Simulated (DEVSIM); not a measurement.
# illuminated Si p-on-n cell, one wavelength

Structure: illuminated Si p-on-n cell, one wavelength, at 300 K.

```
layer (left to right)  material  thickness (μm)  Nd (cm⁻³)  Na (cm⁻³)  τn (s)  τp (s)  absorption coefficient (cm⁻¹)
---------------------  --------  --------------  ---------  ---------  ------  ------  -----------------------------
1                            Si           0.120          -     1.8e17  5.5e-6    5e-6                           6500
2                            Si            29.0     2.4e15          -  6.2e-5  6.2e-5                           6500
```

Left contact: ohmic, minority electron recombination velocity 50000 cm/s. Right contact: ohmic, minority hole recombination velocity 40000 cm/s. Voltage is applied to the left contact. Recombination: SRH at mid-gap, radiative, Auger. Light enters at the left, 2.5e16 photons cm⁻² s⁻¹, one pass, no reflection. Mobility is constant in doping.

Constants are typed, rounded textbook-type inputs, not results; the design itself was drawn at random and stands for no fabricated device. Values at 300 K.

```
parameter           Si
-------------  -------
gap (eV)         1.124
affinity (eV)     4.05
permittivity      11.7
Nc (cm⁻³)      2.86e19
Nv (cm⁻³)       3.1e19
μn (cm²/Vs)       1417
μp (cm²/Vs)        470
B (cm³/s)      4.7e-15
Cn (cm⁶/s)     2.8e-31
Cp (cm⁶/s)     9.9e-32
```

Model (solved in DEVSIM): 1D drift-diffusion, Boltzmann statistics, complete ionisation; no tunnelling, impact ionisation, image-force lowering or self-heating.

```
Item                                                      Result
---------------------------------------------------  -----------
Potential step across the device at zero bias            0.748 V
Largest field in the device at zero bias              30000 V/cm
Dark forward voltage at 1 A/cm²                          0.629 V
Dark forward voltage at 100 A/cm²                        0.812 V
Short-circuit current                                3.88 mA/cm²
Open-circuit voltage                                     0.479 V
Fill factor                                                 0.79
Largest power                                        1.47 mW/cm²
Share of generated pairs collected at short circuit        0.968
```

Current under light (generator sign):

```tsv
V (V)	J (mA/cm²)
0.00	3.88
0.06	3.88
0.12	3.88
0.18	3.87
0.24	3.87
0.32	3.86
0.34	3.85
0.36	3.82
0.38	3.78
0.40	3.68
0.42	3.46
0.44	3.00
0.46	1.99
0.48	-0.190
```

Small-signal capacitance in reverse bias (quasi-static):

| V (V) | C (nF/cm²) |
|---|---|
| -0.04 | 16.6 |
| -0.1 | 15.9 |
| -0.2 | 15.0 |
| -0.3 | 14.2 |
| -0.4 | 13.5 |
| -0.6 | 12.4 |
| -0.8 | 11.5 |
| -1 | 10.8 |
| -1.3 | 9.94 |
| -1.6 | 9.26 |
| -2 | 8.55 |
